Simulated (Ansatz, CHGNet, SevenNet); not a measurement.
## How the c axis length of CoSn (P6/mmm, No. 191; start mp-20536) moves with the method

No measured value is used here.

```csv
level (code),value (Å)
CHGNet 0.3.0 (CHGNet),4.300
SevenNet-0 (SevenNet),4.238
LDA (Ansatz),4.135
PBE (Ansatz),4.245
PBEsol (Ansatz),?
```

Q: Fill in the missing entries.

A: 
- PBEsol (Ansatz, a first-principles code), value (Å): 4.181

The crystal itself was run without spin with LDA, PBE, PBEsol. CHGNet 0.3.0, SevenNet-0, LDA, PBE, PBEsol: the relaxation could not lower the start's symmetry, so the cell can be a saddle point above a distorted one. Ansatz's density-functional and Hartree–Fock values are scalar-relativistic unless marked +SOC, with PAW data made under PBE.

Machine-learned potentials (CHGNet 0.3.0, SevenNet-0) are trained on DFT data, which may include these solids.

A start named mp-… is a Materials Project structure, which can be a computed phase never made.
